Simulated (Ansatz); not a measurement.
Take Ag in the fcc (Cu type) structure (space group Fm-3m, No. 225; a = 4.054 Å; relaxed with 0.1 eV smearing) as the base. Axes: x, y, z lie along the cube axes.

Computed with plane-wave PAW DFT at the PBEsol level (Ansatz, a program for electronic structure, 420 eV), no SOC.

Modification: every lattice vector is stretched by 3.00 %; the atoms relax in the strained cell.

**Question.** Predict the stress tensor and what it implies for the stiffness.

**Answer.** Stress of the strained cell less that of the base (GPa, compression positive):
```
   -8.2     0.0     0.0
    0.0    -8.2     0.0
    0.0     0.0    -8.2
```

Then B = −ΔP/(ΔV/V₀) with ΔV/V₀ = 0.0927 gives secant stiffness values (nonlinear terms included at this strain): B ≈ 88 GPa.

As a check, the harmonic strain energy −½ V₀ Δσ:ε is 38 meV/atom; the computed energy rise is 44 meV/atom.

No phonon test of stability was made.
